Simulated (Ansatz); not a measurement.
# Defect calculation: Ga vacancy + O on the N site in wurtzite GaN

All values below come from PBE, PAW (plane waves to 420 eV; Ansatz, a first-principles code). A supercell of 192 sites (4×2×3 repeats of a cell of 8 atoms) was used; the energies come from a 2×2×2 shifted sampling of its zone. Sites at the start: the Ga site; N 1.98 Å away, along c. Energies of charged states are corrected for periodic images (point charge plus alignment at distant sites). Dielectric constants: PBE linear response of the host. Host gap at this level: 1.71 eV. These values are not converged in cell size to better than tenths of an eV. PBE underestimates the host's gap, which shifts levels and can delocalise carriers. Spin–orbit coupling is left out. Each state is the lowest found from its start.

Formation energies E_f are given with the Fermi level at the valence-band maximum. Chemical conditions: Ga-rich (Δμ(Ga) = 0.00 eV, Δμ(N) = -0.88 eV, Δμ(O) = -3.04 eV, bounded by beta Ga2O3; only phases computed here count, gases as isolated molecules at 0 K); N-rich (Δμ(Ga) = -0.88 eV, Δμ(N) = 0.00 eV, Δμ(O) = -2.45 eV, bounded by beta Ga2O3; only phases computed here count, gases as isolated molecules at 0 K). Reference phases: Ga: alpha gallium, N: N2 molecule in a box, O: O2 molecule in a box.

The name describes the start; the neighbours show where the atoms ended.

Charges with a result: +1, 0, −1, −2. Others weren't obtained, and one of them could lie lower, also by skipping a charge.

| charge | moment (μB) | largest move off a lattice site (Å) | neighbours of the last O atom of the defect at the end (Å) | image correction with alignment (eV) | E_f, Ga-rich (eV) | E_f, N-rich (eV) | above the lowest spin state (eV) |
|---|---|---|---|---|---|---|---|
| +1* | 3.0 | 0.25 | Ga 1.94, Ga 1.94, Ga 1.94, N 3.07, N 3.07, N 3.07, Ga 3.08 | – | – | – | 0.00 |
| +1† | fractional | 0.23 | Ga 1.94, Ga 1.94, Ga 1.94, Ga 3.04, N 3.04, N 3.04, N 3.05 | -0.02 | – | – | 0.02 |
| 0 | 2.0 | 0.24 | Ga 1.93, Ga 1.93, Ga 1.93, Ga 3.02, N 3.04, N 3.04, N 3.04 | 0.00 | 4.97 | 4.39 | 0.00 |
| 0† | not spin-polarised | 0.24 | Ga 1.93, Ga 1.93, Ga 1.93, Ga 3.01, N 3.03, N 3.03, N 3.03 | 0.00 | 5.35 | 4.76 | 0.38 |
| −1 | 1.0 | 0.26 | Ga 1.93, Ga 1.93, Ga 1.93, Ga 2.99, N 3.02, N 3.02, N 3.02 | 0.26 | 5.72 | 5.13 | 0.00 |
| −1 | 1.0 | 0.26 | Ga 1.93, Ga 1.93, Ga 1.93, Ga 2.99, N 3.02, N 3.02, N 3.02 | 0.26 | 5.72 | 5.13 | 0.00 |
| −2 | not spin-polarised | 0.28 | Ga 1.92, Ga 1.92, Ga 1.92, Ga 2.96, N 3.00, N 3.00, N 3.00 | 0.78 | 7.01 | 6.42 | 0.00 |
| −2 | 0.0 | 0.28 | Ga 1.92, Ga 1.92, Ga 1.92, Ga 2.96, N 3.00, N 3.00, N 3.00 | 0.78 | 7.01 | 6.42 | 0.00 |

* At this level the carrier isn't localised at the defect: at charge +1 holes occupy the valence band. Such a state is shallow or no state of the defect, and this cell gives it no level.

† A state of higher energy that isn't settled.

Starting moments that weren't kept: charge +1 began with 1 μB and ended with 3.0; charge −1 began with 3 μB and ended with 1.0; charge −2 began with 2 μB and ended with 0.0.

Transition levels above the valence-band maximum: ε(0/−1) = 0.75 eV; ε(−1/−2) = 1.29 eV. On the lower envelope of the bound states, inside the gap: (0/−1) at 0.75 eV; (−1/−2) at 1.29 eV.

Flagged in the runs: a host whose relaxation on this sampling wasn't shown to rest, host ions not shown at rest.

All states together cost around 24 core-hours (rough).
